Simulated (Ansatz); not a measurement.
C (model structure, P4₂/ncm, No. 138, 12 atoms in the cell), treated with r²SCAN (PAW; Ansatz, a program for electronic structure).

Run with plane-wave cutoff 560 eV, 10×10×8 k mesh (along the axes of the cell as run), Fermi–Dirac smearing 0.01 eV, scalar-relativistic PAW data made under PBE.

Cell (relaxed at this level):

```cif
data_C12
_chemical_formula_sum 'C12'
_space_group_name_H-M_alt 'P 1'
_space_group_IT_number 1
_cell_length_a 3.41680
_cell_length_b 3.41680
_cell_length_c 6.06599
_cell_angle_alpha 90.000
_cell_angle_beta 90.000
_cell_angle_gamma 90.000
loop_
_space_group_symop_operation_xyz
  'x, y, z'
loop_
_atom_site_label
_atom_site_type_symbol
_atom_site_fract_x
_atom_site_fract_y
_atom_site_fract_z
_atom_site_occupancy
C1 C 0.83165 0.33165 0.35974 1
C2 C 0.16835 0.66835 0.35974 1
C3 C 0.16835 0.33165 0.85974 1
C4 C 0.83165 0.66835 0.85974 1
C5 C 0.66835 0.83165 0.64026 1
C6 C 0.33165 0.16835 0.64026 1
C7 C 0.33165 0.83165 0.14026 1
C8 C 0.66835 0.16835 0.14026 1
C9 C 0.00000 0.00000 0.50000 1
C10 C 0.50000 0.50000 0.00000 1
C11 C 0.50000 0.50000 0.50000 1
C12 C 0.00000 0.00000 0.00000 1
```

**Question.** Give the computed band gap, smallest direct gap on the k points sampled and direct gap at Γ.

**Answer.** 
* **band gap**: 3.99 eV (indirect)
* **smallest direct gap on the k points sampled**: 5.22 eV
* **direct gap at Γ**: 5.26 eV

Note: the relaxation could raise the start's symmetry but not lower it, so the cell can be a saddle point.

Computing time: very roughly 26 core-seconds.

A model structure was made by putting elements into a prototype or built by hand; it is no filed structure, need not be a known phase, and can be a saddle point held by its symmetry.
